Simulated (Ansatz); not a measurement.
Reference: Ta$_{3}$Ru (Fm-3m), PBEsol, DFPT electron-phonon coupling, linearised Boltzmann equation (plane waves, PAW, scalar-relativistic; Ansatz, an electronic-structure program); geometry: relaxed with this functional, without spin-orbit coupling.

```cif
data_RuTa3
_chemical_formula_sum 'Ta3 Ru1'
_space_group_name_H-M_alt 'P 1'
_space_group_IT_number 1
_cell_length_a 4.52074
_cell_length_b 4.52074
_cell_length_c 4.52074
_cell_angle_alpha 60.000
_cell_angle_beta 60.000
_cell_angle_gamma 60.000
loop_
_space_group_symop_operation_xyz
  'x, y, z'
loop_
_atom_site_label
_atom_site_type_symbol
_atom_site_fract_x
_atom_site_fract_y
_atom_site_fract_z
_atom_site_occupancy
Ta1 Ta 0.25000 0.25000 0.25000 1
Ta2 Ta 0.75000 0.75000 0.75000 1
Ta3 Ta 0.50000 0.50000 0.50000 1
Ru1 Ru 0.00000 0.00000 0.00000 1
```

resistivity at 300 K: 8.7 μΩ·cm
mean free path at 300 K: 12.9 nm
electron-phonon coupling λ: 0.25
logarithmic mean phonon energy: 17.1 meV

Problem. Swap Ta for Nb, keeping the structure type. How do these values move?

Solution. Nb₃Ru (Fm-3m): volume per atom 16.3 to 16.2 Å³; resistivity at 300 K stays about the same (8.7 μΩ·cm to 8.9 μΩ·cm); mean free path at 300 K stays about the same (12.9 nm to 12.3 nm); electron-phonon coupling λ stays about the same (0.25 to 0.27); logarithmic mean phonon energy rises (17.1 meV to 22 meV).

Problem. Swap Ru for Os, keeping the structure type. How do these values move?

Solution. Ta3Os (Fm-3m): volume per atom 16.3 to 16.4 Å³; resistivity at 300 K falls (8.7 μΩ·cm to 6.6 μΩ·cm); mean free path at 300 K rises (12.9 nm to 17.4 nm); electron-phonon coupling λ falls (0.25 to 0.20); logarithmic mean phonon energy stays about the same (17.1 meV to 16.7 meV).

Problem. Replace Ta by V on the same sites and relax. What happens?

Solution. V₃Ru (Fm-3m): volume per atom 16.3 to 12.9 Å³; resistivity at 300 K falls (8.7 μΩ·cm to 7.5 μΩ·cm); mean free path at 300 K stays about the same (12.9 nm to 12.6 nm); electron-phonon coupling λ stays about the same (0.25 to 0.23); logarithmic mean phonon energy rises (17.1 meV to 28 meV).

Moves up to 11 % count as about the same. Metals; harmonic phonons alone scatter; means over directions. The mean free path is weighted by the current that each state carries. Halving the electron mesh moves these values by up to 8 %; q meshes are mostly untested. Spin-orbit coupling is left out.

Computed structure with no diffraction record at hand here (it may be known, metastable or hypothetical): Nb3Ru (Fm-3m), Ta3Os (Fm-3m), Ta3Ru (Fm-3m), V3Ru (Fm-3m). Treated as nonmagnetic (a ferromagnetic start lost its moment, other orders weren't tried): V3Ru (Fm-3m). The missing spin-orbit coupling matters most for Ta3Os (Fm-3m), Ta3Ru (Fm-3m).
